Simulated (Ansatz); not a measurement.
A zone-centre phonon calculation of GeRh (Pnma, 8 atoms in the cell) with Ansatz (a first-principles code).

Method of the run: LDA (PW92), default PAW files made with PBE (plane waves; Ansatz).

```
CELL_PARAMETERS angstrom
      5.64434     0.00000     0.00000
      0.00000     3.27744     0.00000
      0.00000     0.00000     6.42521
ATOMIC_POSITIONS crystal
  Ge 0.80826 0.75000 0.43643
  Ge 0.19174 0.25000 0.56357
  Ge 0.69174 0.25000 0.93643
  Ge 0.30826 0.75000 0.06357
  Rh 0.99544 0.75000 0.79662
  Rh 0.00456 0.25000 0.20338
  Rh 0.50456 0.25000 0.29662
  Rh 0.49544 0.75000 0.70338
```

Reference input (self-consistent single point, DFT, LDA (PW92), plane waves, default PAW files made with PBE): basis.ecutwfc = 30.9 Ry; kpoints.mp_grid.grid = 4 7 3; hamiltonian.xc = lda; hamiltonian.pseudopotentials = {kind: paw} (the program's default PAW files); scf.occupations.method = gaussian; scf.occupations.width = 0.0073 Ry. This run's input differs from it in these lines:

```diff
@@ -27,6 +27,6 @@
     width: 0.0073 Ry
-output:
-  forces: true
-  eigenvalues: true
-  stress: true
+  convergence:
+    dr2_threshold: 1.0e-07 eV
+phonons:
+  method: dfpt
```

The program printed (abridged):

```
SCF iter   1: F=—  HF=-41982.182753 eV  |F-HF|=—  |Δ(HF+E_count)|=         —  Δρ=1.10e-2  dr2=1.40e-1  ethr=1.77e-3  ⟨swp⟩=5.2  Hψ=6945  notcnv=0  defer=44
all-band conjugate gradients solve this SCF's bands
preconditioner: auto → Kerker (q_TF=auto, 2.748 Å⁻¹)
SCF iter   2: F=—  HF=-41982.162535 eV  |F-HF|=—  |Δ(HF+E_count)|=   2.02e-2  Δρ=5.43e-3  dr2=3.77e-2  ethr=1.13e-4  ⟨swp⟩=1.0  Hψ=2436  notcnv=0  defer=54
   [... lines left out ...]
SCF iter   4: F=—  HF=-41982.154893 eV  |F-HF|=—  |Δ(HF+E_count)|=   5.77e-4  Δρ=4.66e-4  dr2=3.62e-4  ethr=9.77e-7  ⟨swp⟩=2.0  Hψ=2667  notcnv=0  defer=54
SCF iter   5: F=—  HF=-41982.154754 eV  |F-HF|=—  |Δ(HF+E_count)|=   1.38e-4  Δρ=1.47e-4  dr2=2.65e-5  ethr=2.92e-7  ⟨swp⟩=2.0  Hψ=3171  notcnv=0  defer=54
SCF iter   6: F=—  HF=-41982.154752 eV  |F-HF|=—  |Δ(HF+E_count)|=   2.47e-6  Δρ=2.82e-5  dr2=5.17e-7  ethr=2.13e-8  ⟨swp⟩=2.0  Hψ=3175  notcnv=0  defer=54
SCF iter   7: F=-41982.154752 eV  HF=-41982.154752 eV  |F-HF|=1.97e-8  |Δ(HF+E_count)|=   6.84e-8  Δρ=7.55e-6  dr2=5.89e-8  ethr=8.06e-11  ⟨swp⟩=12.6  Hψ=13729  notcnv=0
SCF 1 converged in 7 iterations: F = -41982.154752 eV  dr2 = 5.89e-8
DFPT response loops at Γ: preconditioner auto → Kerker (q_TF=auto, 2.748 Å⁻¹) (partly filled bands, converged f_vac=0.000) …
Free energy (F): -41982.154752 eV
Internal energy: -41982.138486 eV  (E = F + TS)
E sigma→0 (E₀):  -41982.146619 eV
Entropy (-TS):   -0.016265 eV (-2.033 meV/atom)
Fermi energy:    16.928685 eV
--- Phonons (Γ-DFPT): 6 representative perturbations + reference, on 28 of 84 k-points (Σ response iterations 33) ---
  k mesh reduced under 2 symmetry operations, with k and −k counted as one. Each operation leaves every solved displacement unchanged or reverses it
  ASR residual: 2.063e-3 → 0.000e0 eV/Å²; symmetrization residual: 2.560e-6 eV/Å²
  ASR residual per site (eV/Å²): 1.04e-3 1.04e-3 1.04e-3 1.04e-3 2.06e-3 2.06e-3 2.06e-3 2.06e-3
  Γ frequencies (cm⁻¹): 0.00 0.00 0.00 93.32 120.08 123.09 130.40 141.75 145.43 149.71 158.86 171.05 184.55 192.23 194.48 194.61 194.70 203.12 232.96 235.28 242.65 243.04 254.15 254.89
  non-analytic LO–TO correction: not included (Born effective charges unavailable; polar crystals: no LO–TO splitting at Γ)
```

The run converged in 7 iterations. 

Summary of the result:
```
Quantity                                                                                                                                                           Result
--------------------------------------------------------  ---------------------------------------------------------------------------------------------------------------
Free energy E − TS (on the zero of these files)                                                                                                            -41982.1548 eV
Fermi level (on the code's own zero)                                                                                                                             16.93 eV
Zone-centre frequencies (cm⁻¹; negative means imaginary)  0, 0, 0, 93, 120, 123, 130, 142, 145, 150, 159, 171, 185, 192, 194, 195, 195, 203, 233, 235, 243, 243, 254, 255
```

The starting cell comes from a database of computed structures (which also holds hypothetical and non-ambient phases and stackings), without a prior relaxation at this level. Its lattice was rescaled by up to half a per cent. Spin polarisation is off.

Cost on one core of a shared machine: roughly 5 min.

Keys are those of Ansatz 0.2.
